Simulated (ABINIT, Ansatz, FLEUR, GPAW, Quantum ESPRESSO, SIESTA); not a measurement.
**Code comparison for ZnP (P6_3mc, 4 atoms in the cell)**

Self-consistent single point.

```
CELL_PARAMETERS angstrom
      3.63466     0.00000     0.00000
     -1.81733     3.14771     0.00000
      0.00000     0.00000     6.91407
ATOMIC_POSITIONS crystal
  Zn 0.33333 0.66667 0.35584
  Zn 0.66667 0.33333 0.85584
  P  0.33333 0.66667 0.01916
  P  0.66667 0.33333 0.51916
```

Shared settings, as Ansatz (a program for electronic structure) writes them: kpoints.mp_grid.grid = 4 4 2; scf.occupations.method = gaussian; scf.occupations.width = 0.2 eV. Potentials and cutoffs stand in the table.

```tsv
code	model	pressure (GPa)	largest force (eV/Å)	cutoff
GPAW	PBEsol, GPAW PAW datasets PBEsol (made by gpaw-setup)	-3.76	0.022	850 eV
SIESTA	GGA PBEsol, numerical atomic orbitals TZP, PseudoDojo PBEsol standard norm-conserving potentials (rewritten from UPF to PSML)	-4.94	0.018	grid 300 Ry
Ansatz	PBEsol, PAW files made with PBE	-3.97	0.021	default
FLEUR	PBEsol, all-electron FLAPW (FLEUR), scalar-relativistic valence	–	0.027	Kmax 4 1/bohr
ABINIT	PBEsol, PAW (JTH v2.0 PBE PAW, files made for PBE)	-3.96	0.025	30 Ha
Quantum ESPRESSO	PBEsol, GBRV 1.5 ultrasoft (PBESOL) pseudopotentials	-4.16	0.021	50 Ry
```

A dash marks a value that a program does not give, or that is left out as unsure.

No clean gap comes from GPAW, SIESTA, Ansatz, ABINIT and Quantum ESPRESSO: levels at the Fermi energy touch, overlap or are partly filled at this smearing.

The spread over the programs that give each value: pressure within 1.18 GPa; largest force within 0.009 eV/Å.

SIESTA uses small atom-centred bases, whose incompleteness enters pressures, forces and empty levels differently from a plane-wave cutoff. FLEUR treats all electrons, but the usual bases taken here (sphere radii, linearisation, local orbitals, empty states) were not tested for convergence, so the values are no reference for the others. Ansatz's pressure is given at a fixed set of plane waves, as the other plane-wave codes print theirs; with its correction for the finite basis it is -3.92 GPa.

On the base mesh (10 10 5) the same programs gave: Ansatz pressure -3.66 GPa; Quantum ESPRESSO pressure -3.87 GPa; ABINIT pressure -3.65 GPa; GPAW pressure -3.45 GPa; SIESTA pressure -4.62 GPa.

The values differ from the base mesh's, so the mesh still matters here: the table compares the programs at equal settings.

The starting cell comes from a database of computed structures (which also holds hypothetical and non-ambient phases and stackings), without a prior relaxation at this level.

Left out of this page: CP2K (on another mesh); Elk (not drawn, or without a comparable value).

Keys are those of Ansatz 0.2.
